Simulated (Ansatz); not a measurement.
## ZnSe, point defects

Consider an 8-atom supercell of ZnSe in the zinc blende structure (space group F-43m, No. 216; a = 5.666 Å) at its relaxed geometry.

One neutral defect a cell, atoms relaxed at fixed cell.

Computed with Ansatz (an electronic-structure program), r2SCAN, PAW, cutoff 500 eV, spin-orbit coupling left out, earlier PAW set.

```json
[
 {"variant": "perfect supercell", "pressure": "0.0 GPa", "largest displacement of a host atom from its site in the perfect cell": "–"},
 {"variant": "Se vacancy, symmetric start", "pressure": "-4.0 GPa", "largest displacement of a host atom from its site in the perfect cell": "0.12 Å"},
 {"variant": "Se on a Zn site (antisite)", "pressure": "(withheld)", "largest displacement of a host atom from its site in the perfect cell": "(withheld)"},
 {"variant": "Zn interstitial (started 2.45 Å from the nearest host atom)", "pressure": "8.4 GPa", "largest displacement of a host atom from its site in the perfect cell": "0.10 Å"},
 {"variant": "Zn vacancy", "pressure": "(withheld)", "largest displacement of a host atom from its site in the perfect cell": "0.02 Å"}
]
```

Question: Some entries are withheld; estimate them.

Answer: 
- Se on a Zn site (antisite), pressure: 3.7 GPa
- Se on a Zn site (antisite), largest displacement of a host atom from its site in the perfect cell: 0.28 Å
- Zn vacancy, pressure: -1.6 GPa

The magnetic state is the one reached from the starting moments; the real material's order can differ, and small cells can't hold many antiferromagnetic ones. The cell is small, so the values are those of an ordered compound at a high defect concentration; dilute-limit values will differ. The mesh was chosen for an insulator and is coarse for the gapless case. Defects with a symmetric start kept the site's symmetry and may sit on a saddle; the others started slightly shaken. Seeded moments were not kept for Se vacancy, Se on a Zn site (antisite) and Zn interstitial (started 2.45 Å from the nearest host atom).
